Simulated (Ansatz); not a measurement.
The starting structures come from a database of crystals and need not be the phases stable at ambient conditions.

Input:

```yaml
crystal:
  lattice:
    - [5.03775, 0.00000, 0.00000]
    - [0.00000, 5.20238, 0.00000]
    - [0.00000, 0.00000, 9.97217]
  atoms:
    - { symbol: Hf, position: [0.24559, 0.46490, 0.11542] }
    - { symbol: Hf, position: [0.75441, 0.53510, 0.88458] }
    - { symbol: Hf, position: [0.25441, 0.96490, 0.88458] }
    - { symbol: Hf, position: [0.74559, 0.03510, 0.11542] }
    - { symbol: Hf, position: [0.74559, 0.53510, 0.38458] }
    - { symbol: Hf, position: [0.25441, 0.46490, 0.61542] }
    - { symbol: Hf, position: [0.75441, 0.03510, 0.61542] }
    - { symbol: Hf, position: [0.24559, 0.96490, 0.38458] }
    - { symbol: O, position: [0.00244, 0.26133, 0.47714] }
    - { symbol: O, position: [0.99756, 0.73867, 0.52286] }
    - { symbol: O, position: [0.49756, 0.76133, 0.52286] }
    - { symbol: O, position: [0.50244, 0.23867, 0.47714] }
    - { symbol: O, position: [0.50244, 0.73867, 0.02286] }
    - { symbol: O, position: [0.49756, 0.26133, 0.97714] }
    - { symbol: O, position: [0.99756, 0.23867, 0.97714] }
    - { symbol: O, position: [0.00244, 0.76133, 0.02286] }
    - { symbol: O, position: [0.37420, 0.62649, 0.28946] }
    - { symbol: O, position: [0.62580, 0.37351, 0.71054] }
    - { symbol: O, position: [0.12580, 0.12649, 0.71054] }
    - { symbol: O, position: [0.87420, 0.87351, 0.28946] }
    - { symbol: O, position: [0.87420, 0.37351, 0.21054] }
    - { symbol: O, position: [0.12580, 0.62649, 0.78946] }
    - { symbol: O, position: [0.62580, 0.87351, 0.78946] }
    - { symbol: O, position: [0.37420, 0.12649, 0.21054] }
```

Space group of this cell: Pbca. The cell is taken as given; by r2SCAN its mean pressure is 4.0 GPa.

Transport runs along the normal of the first two printed cell vectors.

The gap is the functional's own. No spin-orbit coupling. Mid-gap values are interpolated on the energy grid.

Q: Predict the band gap and the smallest decay constant κ at mid-gap from r2SCAN (Ansatz, a program for electronic structure).

A: Gap 4.87 eV on a 6×6×4 mesh; κ = 0.386 1/Å, at the zone centre.
